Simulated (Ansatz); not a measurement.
For Ag (model structure, I4₁/amd, No. 141), PBE in Ansatz (plane waves, PAW) gives:

| Item | Result |
|---|---|
| equilibrium lattice constant a | 5.327 Å |
| lattice parameter c | 2.785 Å |
| bulk modulus | 73.8 GPa |
| cohesive energy | 2.29 eV/atom |

Q: What does r²SCAN (Ansatz, a first-principles code, PAW) give for the same quantities?

A: 
- lattice constant a: 5.264 Å (decreases by 1.2 %)
- lattice parameter c: 2.752 Å (decreases by 1.2 %)
- bulk modulus: 85.8 GPa (rises by 16 %)
- cohesive energy: 2.63 eV/atom (increases by 0.34 eV/atom)

Changes are worked out from the printed values.

Unless a cell is named, each level is at its own relaxed cell (PBE 19.75, r²SCAN 19.06 Å³/atom).

Caveats: the bulk modulus is −V dP/dV from two relaxed cells at ±2 % in volume (PBE, r²SCAN). Ansatz's density-functional and Hartree–Fock values are scalar-relativistic unless marked +SOC, with PAW data made under PBE.

A model structure was made by putting elements into a prototype or built by hand; it is no filed structure, need not be a known phase, and can be a saddle point held by its symmetry.
